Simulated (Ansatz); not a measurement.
## Point defects in GaP

Base system: an 8-atom supercell of GaP in the zinc blende structure (space group F-43m, No. 216; a = 5.438 Å) at its relaxed geometry.

One neutral defect a cell, atoms relaxed at fixed cell.

Computed with PBEsol, PAW, 420 eV (Ansatz, an electronic-structure program; without spin-orbit coupling).

Candidates:
(a) P on a Ga site (antisite)
(b) P vacancy
(c) Ag on a Ga site

Before the change:

| Property | Result |
|---|---|
| Pressure | 0.0 GPa |

Task: Order them by pressure, lowest first.

Result: (b) P vacancy (-4.0 GPa), (a) P on a Ga site (antisite) (0.0 GPa), (c) Ag on a Ga site (1.3 GPa)

Other magnetic orders, which the real material may have, were not ruled out. The cell is small, so the values are those of an ordered compound at a high defect concentration; dilute-limit values will differ. The mesh was chosen for an insulator and is coarse for the gapless case. Starting moments died away, wholly or in part, for P on a Ga site (antisite), P vacancy and Ag on a Ga site; another magnetic solution may exist.
